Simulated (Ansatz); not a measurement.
Cubic perovskite SrZrO3 (cubic high-temperature phase) was calculated with PBEsol in Ansatz (PAW).

Run with plane-wave cutoff 500 eV, 10×10×10 k mesh, Fermi–Dirac smearing 0.05 eV, scalar-relativistic PAW data made under PBE.

Cell (relaxed at this level):

```xyz
5
Lattice="4.1300 0.0000 0.0000 0.0000 4.1300 0.0000 0.0000 0.0000 4.1300" Properties=species:S:1:pos:R:3 pbc="T T T"
Sr     2.0650     2.0650     2.0650
Zr     0.0000     0.0000     0.0000
O      0.0000     2.0650     0.0000
O      2.0650     0.0000     0.0000
O      0.0000     0.0000     2.0650
```

Question: Give the computed band gap.

Answer: 
* **band gap**: 3.31 eV (on the SCF k mesh)

Note: the relaxation could not lower the start's symmetry, so the cell can be a saddle point above a distorted one.

Spin–orbit coupling is not included.

Computed values are for the static lattice.

It cost roughly 50 core-seconds of CPU time.

Ansatz is an electronic-structure program.
